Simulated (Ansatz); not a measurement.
System: L1₂ (Cu3Au-type) Ni3Si. Method: PBE-D3(BJ) (plane waves, PAW; Ansatz, a program for electronic structure).

The input as run:

Ansatz 0.2 input:
```yaml
crystal:
  lattice:
    - [3.5111045832, 0.0, 0.0]
    - [0.0, 3.5111045832, 0.0]
    - [0.0, 0.0, 3.5111045832]
  atoms:
    - { symbol: Si, position: [0.0, 0.0, 0.0] }
    - { symbol: Ni, position: [0.0, 0.5, 0.5] }
    - { symbol: Ni, position: [0.5, 0.0, 0.5] }
    - { symbol: Ni, position: [0.5, 0.5, 0.0] }
basis:
  ecutwfc: 520
  ecutrho_ratio: 4
  xc_grid: 2
kpoints:
  mp_grid: { grid: [16, 16, 16] }
hamiltonian:
  xc: pbe
  dispersion: d3bj
  pseudopotentials: { kind: paw }
scf:
  occupations: { method: fermi_dirac, width: 0.05 }
  convergence: { dr2_threshold: 0.0000000004 }
output:
  forces: true
  stress: true
  eigenvalues: true
```

From the output:

```
Crystal: 4 atoms, lattice volume = 43.284 Å³
Basis set: ecut = 520 eV, 1189 PW (Γ), exchange–correlation on 54×54×54 points (8 copies of the dense FFT grid, shifted against one another)
Bands: 35, of which v1, the nominal top of the filled ones, is band 29 counted from 1 (28 counted from 0)
Symmetry: 48 space group operations
Space group: Pm-3m (ITA 221), of the structure as read, at distance tolerance 3.5e-5 Å
k-points: 165 of 4096
Functional: x = pbe(κ = 0.804, μ = 0.2195149727645171), c = pbe(β = 0.06672455060314922)
SCF iter   1: F=—  HF=-18158.783895 eV  |F-HF|=—  |Δ(HF+E_count)|=         —  Δρ=3.30e-3  dr2=4.59e-3
SCF iter   2: F=—  HF=-18158.782705 eV  |F-HF|=—  |Δ(HF+E_count)|=   1.19e-3  Δρ=1.99e-3  dr2=2.00e-3
  ...
SCF iter   8: F=—  HF=-18158.782265 eV  |F-HF|=—  |Δ(HF+E_count)|=   5.30e-9  Δρ=1.95e-6  dr2=1.21e-9
SCF iter   9: F=-18158.782265 eV  HF=-18158.782265 eV  |F-HF|=3.13e-10  |Δ(HF+E_count)|=  2.04e-10  Δρ=9.22e-7  dr2=2.74e-10
SCF 1 converged in 9 iterations: F = -18158.782265 eV  dr2 = 2.74e-10
SCF converged after 9 iterations
Free energy (F): -18158.782265 eV
Internal energy: -18158.765242 eV  (E = F + TS)
E sigma→0 (E₀):  -18158.773754 eV
Fermi energy:    17.425971 eV
--- Forces (eV/Å), atoms counted from 1 ---
  atom   1  Si    -0.00000000     0.00000000    -0.00000000
  atom   2  Ni     0.00000000    -0.00000000     0.00000000
  atom   3  Ni    -0.00000000    -0.00000000     0.00000000
  atom   4  Ni     0.00000000    -0.00000000     0.00000000
--- Stress (GPa, compression-positive) ---
       -8.386819       0.000000       0.000000
        0.000000      -8.386819       0.000000
        0.000000       0.000000      -8.386819
  P = ⅓ Tr σ = -8.3868 GPa (-83.868 kbar)
```

The cell is one volume of an energy–volume scan, off the minimum.
